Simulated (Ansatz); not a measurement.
The parent structure is BeS in the zinc blende structure (space group F-43m, No. 216; a = 4.8381 Å). Axes: x, y, z lie along the cube axes.

The values are results of Kohn–Sham DFT with the PBEsol functional, run in Ansatz (a first-principles code) with PAW and 420 eV plane waves, no spin-orbit coupling, not measurements.

For the base:

| Property | Result |
|---|---|
| Band gap | 2.91 eV |
| Valence-band top at Γ | 0.00, 0.00, 0.00 eV |

It is then changed as follows: tensile biaxial strain of 1.00 % in the plane normal to [001], as in epitaxy on a mismatched substrate; the out-of-plane cell vector and the atoms relax.

Question: What happens to the band gap?

Answer: The band gap drops by 0.13 eV to 2.78 eV.

Question: Predict the new hole mass.

Answer: The hole mass amounts to 0.33 mₑ out of plane, 0.54 mₑ in plane (at Γ).

Question: What does the calculation give for the valence-band top at Γ after the change?

Answer: The valence-band top at Γ (three highest levels, from the VBM) becomes 0.00, -0.09, -0.09 eV (base: 0.00, 0.00, 0.00 eV).

Question: How does this affect the out-of-plane strain?

Answer: The out-of-plane strain is -0.83 %.

Masses are band curvatures over ±0.01 Å⁻¹ around the edge. Stability against distortions was not tested.
